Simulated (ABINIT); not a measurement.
Input and output of a self-consistent single point for ZnS (P6_3mc, 4 atoms in the cell) (ABINIT).

Computed with PBE, PAW (JTH v2.0 PBE PAW) (plane waves; ABINIT).

The change in words: lattice scaled by 0.98. Reference geometry:
```
CELL_PARAMETERS angstrom
      3.80580     0.00000     0.00000
     -1.90290     3.29592     0.00000
      0.00000     0.00000     6.23798
ATOMIC_POSITIONS crystal
  Zn 0.33333 0.66667 0.00014
  Zn 0.66667 0.33333 0.50014
  S  0.33333 0.66667 0.37486
  S  0.66667 0.33333 0.87486
```

Reference input (self-consistent single point, DFT, PBE, plane waves, PAW (JTH v2.0 PBE PAW)): pseudos = [Zn.GGA_PBE-JTH.xml, S.GGA_PBE-JTH.xml]; ecut = 816 eV; pawecutdg = 1633 eV; pawxcdev = 0; ixc = 11; occopt = 3; tsmear = 0.05 eV; ngkpt = 8 8 5; nshiftk = 1; shiftk = 0 0 0; potentials = JTH v2.0 PBE PAW; nband = 24. This run's input differs from it in these lines:

```diff
@@ -3,6 +3,6 @@
 pseudos "Zn.GGA_PBE-JTH.xml, S.GGA_PBE-JTH.xml"
-acell 3.8057997219 3.8057997219 6.2379800000 Angstrom
+acell 3.7296839468 3.7296839468 6.1132200000 Angstrom
 rprim
-         1.0000000000    0.0000000170    0.0000000000
-        -0.5000000147    0.8660253953    0.0000000000
+         1.0000000000    0.0000000033    0.0000000000
+        -0.5000000029    0.8660254021    0.0000000000
          0.0000000000    0.0000000000    1.0000000000
```

Log, with long lists cut:

```
--- !BeginCycle
solver: {iscf: 17, nstep: 60, nline: 4, wfoptalg: 10, }
tolerances: {tolvrs: 1.00E-11, }
...

     iter   Etot(hartree)      deltaE(h)  residm     nres2
 ETOT  1  -147.60755091436    -1.476E+02 8.134E+00 1.219E+01
 ETOT  2  -149.45315060351    -1.846E+00 6.979E-01 2.226E+01
 ETOT  3  -149.39780392902     5.535E-02 2.085E-01 1.008E+01
 ETOT  4  -149.39033777674     7.466E-03 1.119E-01 2.011E+00
 ETOT  5  -149.38352649808     6.811E-03 2.954E-02 1.228E-01
   [... 29 lines left out ...]
 ETOT 35  -149.38524448231    -2.842E-14 1.487E-06 4.859E-11
 ETOT 36  -149.38524448231     4.832E-13 4.900E-07 5.111E-11
 ETOT 37  -149.38524448231    -9.948E-13 1.042E-06 2.800E-11
 ETOT 38  -149.38524448231     7.105E-13 3.449E-07 5.030E-13
 At SCF step   38       nres2   =  5.03E-13 < tolvrs=  1.00E-11 =>converged.

 Cartesian components of stress tensor (hartree/bohr^3)
  sigma(1 1)= -2.59292089E-04  sigma(3 2)=  0.00000000E+00
  sigma(2 2)= -2.59292089E-04  sigma(3 1)=  0.00000000E+00
  sigma(3 3)= -2.64219594E-04  sigma(2 1)=  1.50143786E-13

 ----iterations are completed or convergence reached----

 reduced coordinates (array xred) for    4 atoms
       0.333333333333      0.666666666667      0.000140000000
       0.666666666667      0.333333333333      0.500140000000
       0.333333333333      0.666666666667      0.374860000000
       0.666666666667      0.333333333333      0.874860000000
 cartesian forces (eV/Angstrom) at end:
    1     -0.00000000000000     0.00000000000000     0.02640715832289
   [... lines left out ...]
 Fermi (or HOMO) energy (hartree) =   0.27523   Average Vxc (hartree)=  -0.35504
 Fermi (or HOMO) energy (eV) =   7.48935   Average Vxc (eV)=  -9.66112
   [... lines left out ...]
'-kT*entropy'       : -1.35217425167856E-14
total_energy        : -1.49385244535086E+02
total_energy_eV     : -4.06497923206420E+03
...

-Cartesian components of stress tensor (GPa)         [Pressure=  7.6770E+00 GPa]
- sigma(1 1)= -7.62863536E+00  sigma(3 2)=  0.00000000E+00
- sigma(2 2)= -7.62863535E+00  sigma(3 1)=  0.00000000E+00
- sigma(3 3)= -7.77360752E+00  sigma(2 1)=  4.41738194E-09

 Calculation completed.
```

The run converged in 38 iterations. Against the reference run the free energy goes up by 34.8 meV/atom, the pressure goes from 2.20 to 7.68 GPa, the largest force goes from 0.011 to 0.026 eV/Å and the gap on the mesh goes from 2.209 to 2.486 eV.

The starting cell comes from a database of computed structures (which also holds hypothetical and non-ambient phases and stackings), without a prior relaxation at this level. For this run, on top of that: lattice scaled by 0.98. With a pressure of about 8 GPa the cell is away from its equilibrium volume at this level.

Cost on one core of a shared machine: roughly 4 min.
